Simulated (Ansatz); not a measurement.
**IrB₂ (model structure, started from the MoSi2 type, I4/mmm, No. 139, 3 atoms in the cell)**

Calculation: LDA (PAW; Ansatz, a program for electronic structure).

Settings: plane-wave cutoff 520 eV, 28×28×28 k mesh, Fermi–Dirac smearing 0.05 eV, no spin polarisation, scalar-relativistic PAW data made under PBE.

Cell (relaxed at this level):

```cif
data_B4Ir2
_chemical_formula_sum 'Ir2 B4'
_space_group_name_H-M_alt 'I4/mmm'
_space_group_IT_number 139
_space_group_name_Hall '-I 4 2'
_cell_length_a 2.77492
_cell_length_b 2.77492
_cell_length_c 6.76545
_cell_angle_alpha 90.000
_cell_angle_beta 90.000
_cell_angle_gamma 90.000
loop_
_atom_site_label
_atom_site_type_symbol
_atom_site_symmetry_multiplicity
_atom_site_Wyckoff_symbol
_atom_site_fract_x
_atom_site_fract_y
_atom_site_fract_z
_atom_site_occupancy
Ir1 Ir 2 a 0.00000 0.00000 0.00000 1
B1 B 4 e 0.00000 0.00000 0.32057 1
```
(The calculation used a cell of 3 atoms; values per cell refer to that cell.)

- bulk modulus: 332 GPa

Note: the run has no spin polarisation, so it can have missed a magnetic state; the bulk modulus is −V dP/dV from two relaxed cells at ±2 % in volume; the relaxation could raise the start's symmetry but not lower it, so the cell can be a saddle point.

Spin–orbit coupling is not included; it can open a gap where bands touch, and shift volumes and moduli.

Cost on a shared machine: around 9 core-minutes (rough).

A model structure was made by putting elements into a prototype or built by hand; it is no filed structure, need not be a known phase, and can be a saddle point held by its symmetry.
